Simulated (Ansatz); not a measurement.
## GaN: response to strain

Consider GaN in the zinc blende structure (space group F-43m, No. 216; a = 4.4554 Å).

Strains are applied to the cell and any free atomic positions relax.

Calculations: LDA in Ansatz (plane waves to 420 eV, PAW, spin-orbit coupling left out).

| isotropic strain (%) | pressure (GPa) |
|---|---|
| -2.5 | 18.1 |
| -2 | 14.0 |
| -0.5 | ? |
| 0 | 0.0 |
| 1 | -5.7 |
| 1.5 | -8.2 |
| 2 | -10.5 |
| 2.5 | -12.7 |
| 3 | -14.8 |

**Question.** Fit P = P₀ − Bδ + Cδ² with δ = (1 + ε)³ − 1 to the rows shown and predict the withheld row.

**Answer.** Least squares on the printed values gives P₀ = 0.1 GPa, B = 207 GPa, C = 514 GPa (largest residual 0.1 GPa); this predicts 3.3 GPa, and the run gives 3.1 GPa, 0.2 lower.

Whether these cells are dynamically stable was not tested. This is not the structure that GaN has at room temperature and ambient pressure.

Ansatz is a quantum-chemistry and plane-wave program.
